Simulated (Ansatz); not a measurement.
The starting structures come from a database of crystals and need not be the phases stable at ambient conditions.

Inside the gap of an insulator the Bloch states are evanescent, with a wavenumber k + iκ along the transport direction.

```
CELL_PARAMETERS angstrom
      4.61362     0.00000     0.00000
      0.00000     6.49047     0.00000
      0.00000     0.00000     4.47521
ATOMIC_POSITIONS crystal
  Mg 0.50000 0.50000 0.50000
  Cd 0.00000 0.00000 0.00000
  Te 0.50000 0.74455 0.00000
  Te 0.00000 0.25545 0.50000
```

Space group of this cell: Pmm2. The cell is strained (lengths along the current scaled by 0.97, ions clamped).

Transport runs along the normal of the first two printed cell vectors.

The gap is the functional's own. No spin-orbit coupling. Mid-gap values are interpolated on the energy grid.

Problem. Give the band gap and the smallest decay constant κ at mid-gap that Ansatz (an electronic-structure program) with PBEsol yields.

Solution. Gap 1.38 eV on a 8×6×8 mesh; κ = 0.099 1/Å, at the zone centre.
